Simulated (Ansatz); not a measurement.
CdCl2 (model structure, started from the CdCl2 type, R-3m, No. 166, 3 atoms in the cell)

All values below come from PBEsol (PAW; Ansatz, an electronic-structure program).

Settings: plane-wave cutoff 500 eV, 12×12×12 k mesh, Fermi–Dirac smearing 0.05 eV, scalar-relativistic PAW data made under PBE.

Cell (relaxed at this level):

CdCl2 is taken in the trigonal space group R-3m, hexagonal axes (No. 166), Pearson symbol hR3. Conventional cell: a = 3.8204 Å, b = 3.8204 Å, c = 18.7081 Å, α = 90.00°, β = 90.00°, γ = 120.00°. Cd on 3a has 6 Cl at 2.627 Å (octahedral). Cl on 6c is surrounded by 3 Cd at 2.627 Å (trigonal pyramidal). (Neighbours: up to the widest gap in distance over summed covalent radii, below 1.35, at either atom; cation-cation and far metal-metal contacts left out.)
(The calculation used a cell of 3 atoms; values per cell refer to that cell.)

```json
{
 "band_gap": "3.62 eV (on the SCF k mesh)"
}
```

Note: the cell has widely spaced layers and the level no dispersion term, so their spacing and the moduli can rest on weak binding.

Spin–orbit coupling is not included.

The computed numbers hold no vibrational or temperature effects.

Cost on a shared machine: about 2.6 core-minutes (a rough figure).

A model structure was made by putting elements into a prototype or built by hand; here it ended with the formula and space group of a phase in our tables.
